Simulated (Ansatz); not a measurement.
Structures of equal composition on the (111)B surface of zinc-blende ZnS (S plane on top): 2x2 Zn adatom at H3; 2x2 Zn adatom at T1; 2x2 Zn adatom at T4. The slabs share one bottom face, and each structure is named by its start. These are constructed structures in small cells; real faces may alloy, dewet or reconstruct in larger ones, and not all known structures of the face are among them. Slabs of about 13 Å with all that they carry, Fermi-Dirac smearing of 0.025 eV. Bottom of the slabs: H caps. Relaxed from the named starts with such symmetry as they have, on meshes of like density; energies extrapolated to zero smearing; no spin-orbit coupling, no U. Spin-polarised runs, if any, are marked in brackets, and their order is one that fits the cell; the others ran without spin. Where a second, spin-polarised start was run, the lower counts.

Host crystal: zinc-blende ZnS, with a band gap (PBE, scalar-relativistic without spin-orbit coupling).

Computed with PBE (plane waves to 420 eV, PAW; Ansatz, a first-principles code).

Task: Put the candidates in order of energy per 1x1 cell, lowest first, for PBE.

Result: 2x2 Zn adatom at H3 (0.000 eV, gap 1.31 eV on the mesh), 2x2 Zn adatom at T4 (0.067 eV (3 S–Zn bonds formed), gap 1.50 eV on the mesh), 2x2 Zn adatom at T1 (0.483 eV, no gap over 0.04 eV on the mesh)
